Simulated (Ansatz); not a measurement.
The parent structure is Pt in the fcc (Cu type) structure (space group Fm-3m, No. 225; a = 3.918 Å).

Computed with plane-wave PAW DFT at the PBEsol level (Ansatz, a first-principles code, 420 eV), spin-orbit coupling left out, earlier PAW set.

Before the change:

| Quantity | Value |
|---|---|
| Magnetic state | not spin-polarised |
| Lattice parameter a | 3.918 Å |
| Largest site moment | 0.00 μB |

Perturbation: Ni takes the place of Pt on all its sites, then cell and atoms are relaxed.

Tabulated Pauling electronegativity and covalent radius: Pt 2.28, 1.36 Å; Ni 1.91, 1.24 Å.

**Question.** What happens to the magnetic state, lattice parameter a and largest site moment?

**Answer.** The magnetic state changes from not spin-polarised to ferromagnetic; the lattice parameter a decreases by 0.455 Å to 3.463 Å; the largest site moment goes from zero to 0.65 μB.

Other magnetic orders, which the real material may have, were not ruled out. Whether these cells are dynamically stable was not tested. Spin-polarised in the final run: Ni; the other runs are not.
